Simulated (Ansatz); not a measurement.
Reference: LaPd₃ (Pm-3m), PBEsol, DFPT electron-phonon coupling, linearised Boltzmann equation (plane waves, PAW, scalar-relativistic; Ansatz, a quantum-chemistry and plane-wave program); geometry: relaxed with this functional, without spin-orbit coupling.

```
CELL_PARAMETERS angstrom
      4.15041     0.00000     0.00000
      0.00000     4.15041     0.00000
      0.00000     0.00000     4.15041
ATOMIC_POSITIONS crystal
  La 0.00000 0.00000 0.00000
  Pd 0.50000 0.00000 0.50000
  Pd 0.00000 0.50000 0.50000
  Pd 0.50000 0.50000 0.00000
```

| Quantity | Result |
|---|---|
| resistivity at 300 K | 7.5 μΩ·cm |

Question: Replace La by Lu on the same sites and relax. What happens?

Answer: LuPd3 (Pm-3m): volume per atom 17.9 to 16.2 Å³; resistivity at 300 K rises (7.5 μΩ·cm to 10.8 μΩ·cm).

Question: Swap Pd for In, keeping the structure type. How do these values move?

Answer: LaIn$_{3}$ (Pm-3m): volume per atom 17.9 to 26.1 Å³; resistivity at 300 K rises (7.5 μΩ·cm to 15.8 μΩ·cm).

Question: Swap La for Li, keeping the structure type. How do these values move?

Answer: LiPd₃ (Pm-3m): volume per atom 17.9 to 13.9 Å³; resistivity at 300 K rises (7.5 μΩ·cm to 12.3 μΩ·cm).

Moves up to 12 % count as about the same. Metals; harmonic phonons alone scatter; means over directions. Halving the electron mesh moves these values by up to 8 %; q meshes are mostly untested. Some of the runs warned that the eigensolver left states short of its tolerance. Spin-orbit coupling is left out.

Formula and space group known from diffraction (Crystallography Open Database), not checked to be the room-temperature form: LaPd3 (Pm-3m), LuPd3 (Pm-3m). Computed structure with no diffraction record at hand here (it may be known, metastable or hypothetical): LiPd3 (Pm-3m). The missing spin-orbit coupling matters most for LuPd3 (Pm-3m).
